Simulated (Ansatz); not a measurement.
## A computed series for hypothetical zinc blende TlBr: pressure series

Base system: TlBr in the zinc blende structure (space group F-43m, No. 216; a hypothetical phase, not in the database extracts checked).

```
TlBr
1.0
    0.00000     3.75189     3.75189
    3.75189     0.00000     3.75189
    3.75189     3.75189     0.00000
Br Tl
1 1
Direct
  0.75000   0.75000   0.75000
  0.00000   0.00000   0.00000
```

Cell and atoms are relaxed at each pressure.

All numbers come from DFT with PBE, PAW potentials and a 420 eV plane-wave cutoff in Ansatz (a quantum-chemistry and plane-wave program), scalar-relativistic without spin-orbit coupling, earlier PAW set.

Notes on the quantities. enthalpy: H = E + PV relative to the base's energy.

```csv
case,band gap,density,enthalpy
base,2.96 eV,4.47 g/cm³,–
pressure −1 GPa,___,3.96 g/cm³,-0.35 eV/atom
pressure 3 GPa,2.54 eV,5.33 g/cm³,+0.90 eV/atom
pressure 7 GPa,2.10 eV,6.07 g/cm³,+1.93 eV/atom
pressure 15 GPa,1.42 eV,7.08 g/cm³,+3.71 eV/atom
pressure 30 GPa,___,8.38 g/cm³,+6.56 eV/atom
pressure 50 GPa,zero,9.67 g/cm³,+9.83 eV/atom
pressure 75 GPa,zero,___,+13.40 eV/atom
pressure 100 GPa,zero,12.02 g/cm³,+16.61 eV/atom
```

Problem. What belongs in the blanks?

Solution. 
- pressure −1 GPa, band gap: 3.11 eV
- pressure 30 GPa, band gap: 0.53 eV
- pressure 75 GPa, density: 10.94 g/cm³

The mesh was chosen for an insulator and is coarse for the gapless case. Spin-orbit coupling, missing from the scalar runs, can matter with Tl. Load acts through the strain it causes; cell and atoms are relaxed under it. Whether these cells are dynamically stable was not tested. Competing high-pressure phases were not computed. All final runs are without spin polarisation. The zero or small gap of TlBr under pressure 50 GPa can change with the level of theory.
